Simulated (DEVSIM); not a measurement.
System: Al0.15Ga0.85As/GaAs n-p heterojunction, at 400 K.

```tsv
layer (left to right)	material	thickness (μm)	Nd (cm⁻³)	Na (cm⁻³)	τn (s)	τp (s)
1	Al0.15Ga0.85As	0.0920	9.1e16	-	3.8e-10	3.8e-10
2	GaAs	2.40	-	2.7e17	3.8e-10	3.8e-10
```

Left contact: ohmic. Right contact: ohmic. Voltage is applied to the left contact. Recombination: SRH at mid-gap. Mobility is constant in doping.

The device is made up for the run: typed textbook-type constants, with dimensions and the other settings drawn at random. Values at 300 K; Nc and Nv go as T^1.5, mobilities as T to minus their exponent, the gap by Varshni's rule with the affinity fixed.

```tsv
parameter	Al0.15Ga0.85As	GaAs
gap (eV)	1.611	1.424
affinity (eV)	3.9515	4.07
permittivity	12.47	12.9
Nc (cm⁻³)	5.6e17	4.7e17
Nv (cm⁻³)	9e18	9e18
μn (cm²/Vs)	5695	8500
μp (cm²/Vs)	282	400
T exponent of μn	2.1	2.1
T exponent of μp	2.2	2.2
Varshni α (eV/K)	0.000541	0.000541
Varshni β (K)	204	204
```

Model (solved in DEVSIM): 1D drift-diffusion, Boltzmann statistics, complete ionisation; no tunnelling, impact ionisation, image-force lowering or self-heating. Band offsets follow the typed affinities; no thermionic-emission limit at abrupt steps, no polarisation charge.

The temperature was swept, all else fixed.

```json
[
 {"temperature (K)": "250", "potential step across the device at zero bias (V)": "1.462", "largest field in the device at zero bias (V/cm)": "180000", "dark forward voltage at 100 A/cm² (V)": "1.234", "dark forward voltage at 1 A/cm² (V)": "1.133"},
 {"temperature (K)": "300", "potential step across the device at zero bias (V)": "1.405", "largest field in the device at zero bias (V/cm)": "170000", "dark forward voltage at 100 A/cm² (V)": "1.159", "dark forward voltage at 1 A/cm² (V)": "1.038"},
 {"temperature (K)": "350", "potential step across the device at zero bias (V)": "1.345", "largest field in the device at zero bias (V/cm)": "170000", "dark forward voltage at 100 A/cm² (V)": "1.082", "dark forward voltage at 1 A/cm² (V)": "0.941"},
 {"temperature (K)": "400", "potential step across the device at zero bias (V)": "1.283", "largest field in the device at zero bias (V/cm)": "160000", "dark forward voltage at 100 A/cm² (V)": "1.003", "dark forward voltage at 1 A/cm² (V)": "0.840"},
 {"temperature (K)": "450", "potential step across the device at zero bias (V)": "1.218", "largest field in the device at zero bias (V/cm)": "160000", "dark forward voltage at 100 A/cm² (V)": "0.921", "dark forward voltage at 1 A/cm² (V)": "0.738"},
 {"temperature (K)": "500", "potential step across the device at zero bias (V)": "1.152", "largest field in the device at zero bias (V/cm)": "150000", "dark forward voltage at 100 A/cm² (V)": "0.838", "dark forward voltage at 1 A/cm² (V)": "0.632"}
]
```

From the first row to the last the potential step across the device at zero bias goes from 1.462 to 1.152. From the first row to the last the largest field in the device at zero bias goes from 180000 to 150000.
